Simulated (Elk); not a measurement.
Input and output of a self-consistent single point for NaLu₃ (Fm-3m, 4 atoms in the cell) (Elk).

Method: LDA (PW92), spin-orbit coupling in second variation, all-electron FP-LAPW, Elk's shipped species files, default APW+lo basis run with Elk.

```yaml
crystal:
  lattice:
    - [0.00000, 3.88444, 3.88444]
    - [3.88444, 0.00000, 3.88444]
    - [3.88444, 3.88444, 0.00000]
  atoms:
    - { symbol: Na, position: [0.00000, 0.00000, 0.00000] }
    - { symbol: Lu, position: [0.25000, 0.25000, 0.25000] }
    - { symbol: Lu, position: [0.75000, 0.75000, 0.75000] }
    - { symbol: Lu, position: [0.50000, 0.50000, 0.50000] }
```

Reference input (self-consistent single point, DFT, LDA (PW92), all-electron FP-LAPW, Elk's shipped species files, default APW+lo basis): xctype = 3; rgkmax = 7; stype = 0; swidth = 0.00367493 Ha; ngridk = 8 8 8. This run's input differs from it in these lines:

```diff
@@ -6,4 +6,13 @@
 
+spinorb
+  .true.
+
 rgkmax
   7.0
+
+lmaxi
+  3
+
+nempty
+  10
```

Log, with long lists cut:

```
│ Self-consistent loop started │
│ Loop number : 1 │
 total energy                :     -43857.6204455
 total moment                :   0.8163077536E-20 -0.5726031914E-20 -0.1956044739E-19
│ Loop number : 2 │
 total energy                :     -43858.6446963
 total moment                :  -0.1921107728E-19 -0.5146402915E-20 -0.8706956234E-20
RMS change in Kohn-Sham potential (target) :   0.7581468963E-01 (  0.1000000000E-05)
Absolute change in total energy (target)   :    1.024250843     (  0.1000000000E-03)
│ Loop number : 3 │
 total energy                :     -43867.0162626
   [... lines left out ...]
 total energy                :     -43878.6356881
 total moment                :   0.1444231510E-19  0.1309909563E-19  0.5586611396E-20
RMS change in Kohn-Sham potential (target) :   0.1035810780E-06 (  0.1000000000E-05)
Absolute change in total energy (target)   :   0.1704115057E-03 (  0.1000000000E-03)
│ Loop number : 15 │
 total energy                :     -43878.6356614
 total moment                :   0.8580014398E-20 -0.3183416022E-19  0.5042879905E-19
RMS change in Kohn-Sham potential (target) :   0.1806963193E-07 (  0.1000000000E-05)
Absolute change in total energy (target)   :   0.1592742046E-04 (  0.1000000000E-03)
Convergence targets achieved

│ Loop number : 16 │

Energies :
 Fermi                       :     0.173320316962
 xc effective B-field        :    -0.247347072052E-08
 external B-field            :      0.00000000000
 total energy                :     -43878.6356571
 (external B-field energy excluded from total)

Density of states at Fermi energy :    123.9853297
 (states/Hartree/unit cell)

Estimated indirect band gap :   0.6873929178E-03
 from k-point      7 to k-point     13
Estimated direct band gap   :   0.4407692121E-02
 at k-point      3

Charges :
 core                        :    140.0000000
 valence                     :    84.00000000
 interstitial                :    6.372475713
 muffin-tins (core leakage)
  species :    1 (Na)
   atom    1                 :    10.11752241     (  0.8881784197E-15)
  species :    2 (Lu)
   [... lines left out ...]
   atom    2                 :  -0.3526004247E-20  0.1809466939E-19 -0.1714558185E-20
   atom    3                 :   0.2506760853E-22  0.1050935667E-22  0.2587239216E-22
 total in muffin-tins        :  -0.7023007698E-20  0.3619981547E-19 -0.3402535736E-20
 total moment                :  -0.6968873484E-20  0.3614337729E-19 -0.3264630278E-20

│ Self-consistent loop stopped │
```

The run converged in 16 iterations. The count includes the last loop, which Elk runs after its targets are met. 

The starting cell comes from a database of computed structures (which also holds hypothetical and non-ambient phases and stackings), without a prior relaxation at this level. Values depend on the basis (sphere radii, cutoffs, local orbitals), which need not be converged. The log's line on a gap gives a spacing of levels on this mesh, which the program prints for metals too.

Cost on one core of a shared machine: roughly 90 s.
